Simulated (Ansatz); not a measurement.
## A computed series for TiSi2: response to strain

Consider TiSi$_{2}$ (space group Cmcm, No. 63; a = 3.5459 Å, b = 13.5650 Å, c = 3.5797 Å). Axes: x, y, z lie along a, b, c of the conventional cell.

Strains are applied to the cell and any free atomic positions relax; under biaxial strain the out-of-plane vector relaxes too.

Computed with PBE, PAW, 420 eV (Ansatz, a first-principles code; no spin-orbit coupling), earlier PAW set.

Notes on the quantities. pressure: mean of the normal stresses, compression positive.

```csv
change,pressure,volume per atom
base,0.0 GPa,14.35 Å³
"biaxial strain −1.55 %, plane normal [001], relaxed out of plane",2.7 GPa,14.03 Å³
"biaxial strain +2.29 %, plane normal [001], relaxed out of plane",-3.5 GPa,14.84 Å³
isotropic strain −4.27 %,?,12.59 Å³
isotropic strain −1.48 %,6.6 GPa,13.72 Å³
uniaxial strain ε_zz = −0.86 %,1.4 GPa,14.23 Å³
uniaxial strain ε_zz = +2.04 %,-2.9 GPa,14.64 Å³
```

### Question
What belongs in the blanks?

### Answer

- isotropic strain −4.27 %, pressure: 23.0 GPa

Without a gap, meshes like the base's 14×14×13 leave anisotropic stresses uncertain by several tenths of a GPa, and small strain energies with them. Whether these cells are dynamically stable was not tested. The final runs are not spin-polarised.
